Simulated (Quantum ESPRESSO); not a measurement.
Input and output of a self-consistent single point for AgI (F-43m, 2 atoms in the cell) (Quantum ESPRESSO).

Level of theory: PBE, PSlibrary PAW (PBE) pseudopotentials (plane waves; Quantum ESPRESSO 7.5).

```
AgI
1.0
   -3.25000     0.00000     3.25000
    0.00000     3.25000     3.25000
   -3.25000     3.25000     0.00000
Ag I
1 1
Cartesian
  0.00000   0.00000   0.00000
 -1.62500   1.62500   1.62500
```

Reference input (self-consistent single point, DFT, PBE, plane waves, PSlibrary PAW (PBE) pseudopotentials): ecutwfc = 50 Ry; ecutrho = 300 Ry; occupations = smearing; smearing = fd; degauss = 0.0036749 Ry; potentials = {Ag: Ag.pbe-n-kjpaw_psl.1.0.0.UPF, I: I.pbe-n-kjpaw_psl.1.0.0.UPF}; K_POINTS = automatic 9 9 9 0 0 0; conv_thr = 1e-11 Ry; mixing_beta = 0.3. This run's input differs from it in these lines:

```diff
@@ -30,3 +30,3 @@
 K_POINTS {automatic}
-9 9 9  0 0 0
+4 4 4  0 0 0
```

The program printed (abridged):

```
     Self-consistent Calculation

     iteration #  1     ecut=    50.00 Ry     beta= 0.30

     Threshold (ethr) on eigenvalues was too large:
     Diagonalizing with lowered threshold

     total energy              =    -734.24893015 Ry
     estimated scf accuracy    <       0.02325064 Ry

     iteration #  2     ecut=    50.00 Ry     beta= 0.30

     total energy              =    -734.25159722 Ry
     estimated scf accuracy    <       0.00258334 Ry

     iteration #  3     ecut=    50.00 Ry     beta= 0.30

     total energy              =    -734.25178155 Ry
     estimated scf accuracy    <       0.00074717 Ry

   [... 7 blocks of this kind left out ...]

     iteration # 11     ecut=    50.00 Ry     beta= 0.30

     total energy              =    -734.25186912 Ry
     estimated scf accuracy    <          1.8E-10 Ry

     iteration # 12     ecut=    50.00 Ry     beta= 0.30
     End of self-consistent calculation

     the Fermi energy is     5.1459 ev

!    total energy              =    -734.25186912 Ry
     estimated scf accuracy    <          3.1E-13 Ry
     smearing contrib. (-TS)   =      -0.00000001 Ry
     internal energy E=F+TS    =    -734.25186911 Ry

     convergence has been achieved in  12 iterations

     Forces acting on atoms (cartesian axes, Ry/au):

     atom    1 type  1   force =    -0.00000000    0.00000000   -0.00000000
     atom    2 type  2   force =     0.00000000    0.00000000    0.00000000

     Total force =     0.000000     Total SCF correction =     0.000000

          total   stress  (Ry/bohr**3)                   (kbar)     P=       15.52
   0.00010550  -0.00000000  -0.00000000           15.52       -0.00       -0.00
  -0.00000000   0.00010550   0.00000000           -0.00       15.52        0.00
  -0.00000000  -0.00000000   0.00010550           -0.00       -0.00       15.52

   JOB DONE.
```

The run converged in 12 iterations. Against the reference run the free energy rises by 9.6 meV/atom, the pressure goes from 1.40 to 1.55 GPa and the gap on the mesh moves little (1.330 to 1.326 eV).

The starting cell has typed, rounded lattice constants, without a prior relaxation at this level. Spin-orbit coupling is off.

Cost on one core of a shared machine: roughly 40 s.
